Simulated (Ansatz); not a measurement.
We consider C11b MoSi2, described by PBE-D3(BJ) (Ansatz, a first-principles code, plane waves, PAW).

Run with plane-wave cutoff 500 eV, 18×18×18 k mesh, Fermi–Dirac smearing 0.05 eV, no spin polarisation, scalar-relativistic PAW data made under PBE.

Computed at the level's own relaxed cell.

Problem. Predict the equilibrium volume per atom, lattice constant a and lattice parameter c.

Solution. 
- equilibrium volume per atom: 13.13 Å³/atom
- lattice constant a: 3.179 Å
- lattice parameter c: 7.796 Å

Measured, for comparison: lattice constant a 3.205 Å, lattice parameter c 7.845 Å (temperature not stated, not corrected to a static lattice; as tabulated in Pavlosiuk et al. (2022), arXiv:2202.05362). Computed (rounded) less measured: lattice constant a -0.8 %, lattice parameter c -0.6 %. A static lattice is as a rule a little smaller and stiffer than an uncorrected measurement, which narrows the difference in the lattice constant a, lattice parameter c and would widen misses of the other sign.

The computed numbers hold no vibrational or temperature effects.

Cost on a shared machine: very roughly 2.6 core-minutes.
